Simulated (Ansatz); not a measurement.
Effect of tensor shear ε_xy = +2.00 % on Mo

Take Mo in the bcc (W type) structure (space group Im-3m, No. 229; a = 3.1510 Å; relaxed with 0.1 eV smearing) as the base. Axes: x, y, z lie along the cube axes.

Modification: a pure shear with ε_xy = ε_yx = 0.0200, atoms relaxed at fixed cell.

Level of theory: DFT with r2SCAN, PAW potentials and a 500 eV plane-wave cutoff in Ansatz (an electronic-structure program), without spin-orbit coupling. k-mesh 29×29×29 (Γ-centred); smearing 0.1 eV (Fermi–Dirac).

The volume per atom is still 15.64 Å³ and the space group changes from Im-3m (No. 229) to Fmmm (No. 69). The energy goes up by 8.2 meV/atom and the pressure (mean of the normal stresses, compression positive) goes from zero to 0.3 GPa. The band gap remains zero and the stress (xx, yy, zz, yz, xz, xy; compression positive) amounts to (0.3, 0.3, 0.4, 0.0, 0.0, -4.2) GPa.

The cells carry an imposed strain or load. Stability against distortions was not tested. All final runs are without spin polarisation.
